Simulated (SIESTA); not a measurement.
**Parameter sweep on VP₂ (C2/m, 6 atoms in the cell)**

```yaml
crystal:
  lattice:
    - [4.20533, -1.55745, 0.00000]
    - [4.20533, 1.55745, 0.00000]
    - [-3.49596, 0.00000, 6.24315]
  atoms:
    - { symbol: V, position: [0.15654, 0.15654, 0.69837] }
    - { symbol: V, position: [0.84346, 0.84346, 0.30163] }
    - { symbol: P, position: [0.85771, 0.85771, 0.96971] }
    - { symbol: P, position: [0.14229, 0.14229, 0.03029] }
    - { symbol: P, position: [0.60052, 0.60052, 0.40305] }
    - { symbol: P, position: [0.39948, 0.39948, 0.59695] }
```

Base run A: LDA PW92, numerical atomic orbitals DZP, PseudoDojo LDA standard norm-conserving potentials (rewritten from UPF to PSML) (SIESTA), self-consistent single point.

Its settings: XC.functional = LDA; XC.authors = PW92; potentials = PseudoDojo LDA standard; PAO.BasisSize = DZP; PAO.EnergyShift = 0.01 Ry; MeshCutoff = 350 Ry; kgrid.MonkhorstPack = 9 9 4; OccupationFunction = MP; OccupationMPOrder = 0; ElectronicTemperature = 0.1 eV; MaxSCFIterations = 150; SCF.Mixer.Method = Pulay; SCF.Mixer.Weight = 0.25; SCF.Mixer.History = 6; SCF.DM.Tolerance = 1.0E-04.

The starting cell comes from a database of computed structures (which also holds hypothetical and non-ambient phases and stackings), without a prior relaxation at this level. Spin polarisation is off, so a magnetic state, if there is one, cannot be reached. Values carry the incompleteness of an atom-centred basis. In the base run, with a pressure of about -7 GPa the cell is away from its equilibrium volume at this level.

Run A gave: pressure (GPa) -6.55; largest force (eV/Å) 0.186; basis size 90.

Runs:
- B: PAO.BasisSize: DZP → SZ
- C: PAO.BasisSize: DZP → SZP
- D: PAO.BasisSize: DZP → DZ
- E: PAO.BasisSize: DZP → TZP

Q: What does run B change against A?

A: The pressure goes from -6.55 to 9.15 GPa and the largest force goes from 0.186 to 1.369 eV/Å.

Q: What does run D change against A?

A: The pressure goes from -6.55 to -0.72 GPa and the largest force goes from 0.186 to 1.030 eV/Å.

```tsv
run	pressure (GPa)	largest force (eV/Å)	basis size
A	-6.55	0.186	90
B	9.15	1.369	36
C	-4.61	0.799	62
D	-0.72	1.030	64
E	-7.56	0.219	118
```

Left out of this page: 1 run of the series failed or unconverged.
